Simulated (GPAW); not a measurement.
## Input and output of a self-consistent single point for LiF (Fm-3m, 2 atoms in the cell) (GPAW)

Method: PBE, GPAW PAW datasets PBE (gpaw-data 1.0.1) (plane waves; GPAW).

This input was run:

```python
from ase import Atoms
from ase.units import GPa
from gpaw import GPAW

atoms = Atoms(['Li', 'F'],
              cell=[[0.000000, 2.050086, 2.050086],
                    [2.050086, 0.000000, 2.050086],
                    [2.050086, 2.050086, 0.000000]],
              positions=[[0.000000, 0.000000, 0.000000],
                         [2.050086, 2.050086, 2.050086]],
              pbc=True)

calc = GPAW(mode={'name': 'pw', 'ecut': 900},
            xc='PBE',
            kpts=(9, 9, 9),
            occupations={'name': 'methfessel-paxton', 'width': 0.01, 'order': 0},
            nbands=-6,
            convergence={'bands': -4},
            symmetry={'symmorphic': False, 'tolerance': 0.0005},
            maxiter=100)

atoms.calc = calc

energy = atoms.get_potential_energy()
print('Energy (eV):', round(energy, 6))
forces = atoms.get_forces()
print('Forces (eV/Ang):')
print(forces.round(5))
stress = atoms.get_stress()
print('Stress (GPa, Voigt):', (stress / GPa).round(4))
```

The program printed (abridged):

```
Input parameters:
  convergence: {bands: -4}
  kpts: [9 9 9]
  maxiter: 100
  mode: {ecut: 900,
         name: pw}
  nbands: -6
  occupations: {name: methfessel-paxton,
                order: 0,
                width: 0.01}
  symmetry: {symmorphic: False,
             tolerance: 0.0005}
  xc: PBE

species:
  Li:
    name: Lithium
    Z: 3.0
    valence: 1
    core: 2
    charge: 0.0
    file: Li.PBE.gz

    # Using partial waves for Li as LCAO basis

  F:
    name: Fluorine
    Z: 9.0
    valence: 7
    core: 2
    charge: 0.0
    file: F.PBE.gz

    # Using partial waves for F as LCAO basis

Reference energy: -2916.868605  # eV

Spin-paired calculation

Convergence criteria:
 Maximum [total energy] change in last 3 cyles: 0.0005 eV / valence electron
 Maximum integral of absolute [dens]ity change: 0.0001 electrons / valence electron
 Maximum integral of absolute [eigenst]ate change: 4e-08 eV^2 / valence electron
 Maximum number of scf [iter]ations: 100

Symmetries present (total): 48
Symmetries with fractional translations: 0
729 k-points: 9 x 9 x 9 Monkhorst-Pack grid
35 k-points in the irreducible part of the Brillouin zone
       k-points in crystal coordinates                weights
   0:     0.00000000    0.00000000    0.00000000          1/729
   1:     0.11111111    0.11111111    0.00000000          6/729
   2:     0.11111111    0.11111111    0.11111111          8/729
   [... 7 lines left out ...]
          ...
  34:     0.44444444    0.44444444    0.44444444          8/729

Wave functions: Plane wave expansion
  Cutoff energy: 900.000 eV
  Number of coefficients (min, max): 1040, 1069
  Pulay-stress correction: 0.000000 eV/Ang^3 (de/decut=0.000000)

Occupation numbers: Methfessel-Paxton:
  width: 0.0100  # eV
  order: 0

Eigensolver

Densities:
  Coarse grid: 21*21*21 grid
  Fine grid: 42*42*42 grid
  Total Charge: 0.000000

Density mixing:
  Method: separate
  Backend: pulay
  Linear mixing parameter: 0.05
  old densities: 5
  Damping of long wavelength oscillations: 50

Hamiltonian:
  XC and Coulomb potentials evaluated on a 42*42*42 grid
  External potential:
    NoExternalPotential

XC parameters: PBE with 2 nearest neighbor stencil

Number of atoms: 2
Number of atomic orbitals: 8
Number of bands in calculation: 10
Number of valence electrons: 8
Bands to converge: 6

Density initialized from atomic densities
  8 bands from LCAO basis set
  2 bands from random numbers

Atomic positions and initial magnetic moments

Positions:
   0 Li     0.000000    0.000000    0.000000    ( 0.0000,  0.0000,  0.0000)
   1 F      2.050086    2.050086    2.050086    ( 0.0000,  0.0000,  0.0000)

Unit cell:
           periodic     x           y           z      points  spacing
  1. axis:    yes    0.000000    2.050086    2.050086    21     0.1127
  2. axis:    yes    2.050086    0.000000    2.050086    21     0.1127
  3. axis:    yes    2.050086    2.050086    0.000000    21     0.1127

  Lengths:   2.899259   2.899259   2.899259
  Angles:   60.000000  60.000000  60.000000

Effective grid spacing dv^(1/3) = 0.1230

     iter     time        total  log10-change:
                         energy   eigst   dens
iter:   1 --:--:--    -9.779512   +0.96
iter:   2 --:--:--    -9.725915   -0.15  -1.13
iter:   3 --:--:--    -9.578325   -0.95  -1.17
iter:   4 --:--:--    -9.587482   -2.02  -1.37
iter:   5 --:--:--    -9.591278   -2.57  -1.75
iter:   6 --:--:--    -9.593273   -2.52  -2.78
iter:   7 --:--:--    -9.591330c  -2.66  -2.29
iter:   8 --:--:--    -9.591245c  -4.70  -2.96
iter:   9 --:--:--    -9.591245c  -5.63  -3.88
iter:  10 --:--:--    -9.591246c  -6.71  -4.14c
iter:  11 --:--:--    -9.591245c  -6.27  -3.96
iter:  12 --:--:--    -9.591245c  -7.24  -4.58c
iter:  13 --:--:--    -9.591245c  -9.95c -5.43c

Converged after 13 iterations.

Dipole moment: (0.000000, 0.000000, 0.000000) |e|*Ang

Energy contributions relative to reference atoms: (reference = -2916.868605)

Kinetic:        +10.074259
Potential:      -10.093794
External:        +0.000000
XC:              -9.610606
Entropy (-ST):   +0.000000
Local:           +0.038896
SIC:             +0.000000
--------------------------
Free energy:     -9.591245
Extrapolated:    -9.591245

Showing only first 2 kpts
 Kpt  Band  Eigenvalues  Occupancy
  0     2     -1.01181    2.00000
  0     3     -1.01181    2.00000
  0     4      7.60288    0.00000
  0     5     22.46315    0.00000

  1     2     -1.12219    2.00000
  1     3     -1.12218    2.00000
  1     4      8.10885    0.00000
  1     5     20.51271    0.00000

Fermi level: 2.14979

Gap: 8.615 eV
Transition (v -> c):
  (s=0, k=0, n=3, [0.00, 0.00, 0.00]) -> (s=0, k=0, n=4, [0.00, 0.00, 0.00])
No difference between direct/indirect transitions
Energy (eV): -9.591245

Forces in eV/Ang:
  0 Li   -0.00000   -0.00000   -0.00000
  1 F    -0.00000    0.00000    0.00000

Stress tensor:
     0.012405     0.000000    -0.000000
     0.000000     0.012405     0.000000
    -0.000000     0.000000     0.012405
Stress (GPa, Voigt): [ 1.9875  1.9875  1.9875  0.     -0.      0.    ]
```

The run converged in 13 iterations. GPAW prints stress with tension positive.

At such cutoffs GPAW's stress carries a finite-basis (Pulay) error, which enters relaxed cells too; its log prints stress with tension positive.

The starting cell comes from a database of computed structures (which also holds hypothetical and non-ambient phases and stackings), without a prior relaxation at this level. Its lattice was rescaled by a random factor within 2.5 % of one.
